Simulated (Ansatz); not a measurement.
A hypothetical phase is included: elements placed on a structure type, which no database files for this compound.

By PBEsol, the system below comes out a metal.

The ballistic (Sharvin) conductance counts the channels at the Fermi level: G/A = (e²/h) × channels of both spins per area.

Consider the following.

```
CELL_PARAMETERS angstrom
      5.93110     0.00000     0.00000
      0.00000     4.15421     0.00000
      2.96555     0.00000     2.96555
ATOMIC_POSITIONS crystal
  W  0.00000 0.00000 0.00000
  W  0.50000 0.00000 0.00000
  W  0.50000 0.50000 0.50000
  W  0.00000 0.50000 0.50000
  N  0.50000 0.00000 0.50000
  N  0.00000 0.00000 0.50000
```

The cell was relaxed by PBE-D3(BJ); by PBEsol it stands under a pressure of -2.3 GPa.

The current flows along the normal of the first two printed cell vectors, the (110) plane of the conventional cell. No spin-orbit coupling; the value is a mean over 0.1 eV about the Fermi level.

Task: Give the ballistic conductance per area that PBEsol run with Ansatz (a quantum-chemistry and plane-wave program) yields.

Result: 1.1 × 10¹⁵ S/m² for both spins.
